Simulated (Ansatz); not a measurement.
The structure below was relaxed with PBEsol, PAW, 420 eV (Ansatz, an electronic-structure program; no spin-orbit coupling), earlier PAW set, at pressure 30 GPa.

Space group Fm-3m (No. 225); a = b = c = 4.2217 Å, α = β = γ = 90.00°

| atom | site | symmetry | x | y | z |
|---|---|---|---|---|---|
| Yb | 4a | m-3m | 0.0000 | 0.0000 | 0.0000 |

Q: Write out a cell with all atoms.

A: 
```
Yb
1.0
    4.22168     0.00000     0.00000
    0.00000     4.22168     0.00000
    0.00000     0.00000     4.22168
Yb
4
Direct
  0.00000   0.00000   0.00000
  0.00000   0.50000   0.50000
  0.50000   0.00000   0.50000
  0.50000   0.50000   0.00000
```
This is the conventional cell.

The state of the 4f shell was not checked for lower solutions. Load acts through the strain it causes; cell and atoms are relaxed under it. No phonon test of stability was made. Competing high-pressure phases were not computed. All final runs are without spin polarisation. The cell was made from Yb in the fcc (Cu type) structure (space group Fm-3m, No. 225) by this change: pressure 30 GPa.
